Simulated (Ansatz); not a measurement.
Take Al in the fcc (Cu type) structure (space group Fm-3m, No. 225; relaxed with 0.1 eV smearing) as the base.

```
Al
1.0
    0.00000     1.99194     1.99194
    1.99194     0.00000     1.99194
    1.99194     1.99194     0.00000
Al
1
Direct
  0.00000   0.00000   0.00000
```

Cartesian axes are those of the cell as printed.

Computed with LDA (Ansatz, a first-principles code, PAW, no SOC).

The change: the cell is scaled by 1.0300 in all directions, atoms relaxed at fixed cell.

Task: Predict the stress tensor and what it implies for the stiffness.

Result: Stress of the strained cell less that of the base (GPa, compression positive):
```
   -6.0     0.0     0.0
    0.0    -6.0     0.0
    0.0     0.0    -6.0
```

Then B = −ΔP/(ΔV/V₀) with ΔV/V₀ = 0.0927 gives secant stiffness values (nonlinear terms included at this strain): B ≈ 65 GPa.

As a check, the harmonic strain energy −½ V₀ Δσ:ε is 27 meV/atom; the computed energy rise is 30 meV/atom.

No phonon test of stability was made.
